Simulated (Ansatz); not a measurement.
## Band gap of LiTaO₃ (model structure, P4mm, No. 99, 5 atoms in the cell) at several levels of theory

No measured value is used here.

| level (code) | value (eV) | cell (Å³/atom) |
|---|---|---|
| LDA (Ansatz) | 2.13 | 12.01 |
| PBEsol+SOC (Ansatz) | 2.19 (indirect) | 12.30 |
| dielectric-dependent PBEsol hybrid (Ansatz) | 4.17 | 12.30 |
| HSE06+SOC (Ansatz) | 3.75 (indirect) | 12.30 |
| PBE0 (Ansatz) | ___ | 12.30 |

Q: Some entries are withheld; supply them.

A: 
- PBE0 (Ansatz, a quantum-chemistry and plane-wave program), value (eV): 4.52

Computed values are for a static lattice. Levels without +SOC have no spin–orbit coupling; where heavier elements are present it shifts gaps, mostly down, and can invert bands.  Values are at the PBEsol cell; LDA at the level's own equilibrium cell. Cutoffs and k meshes differ between the levels. Ansatz's density-functional and Hartree–Fock values are scalar-relativistic unless marked +SOC, with PAW data made under PBE.

A model structure was made by putting elements into a prototype or built by hand; it is no filed structure, need not be a known phase, and can be a saddle point held by its symmetry.
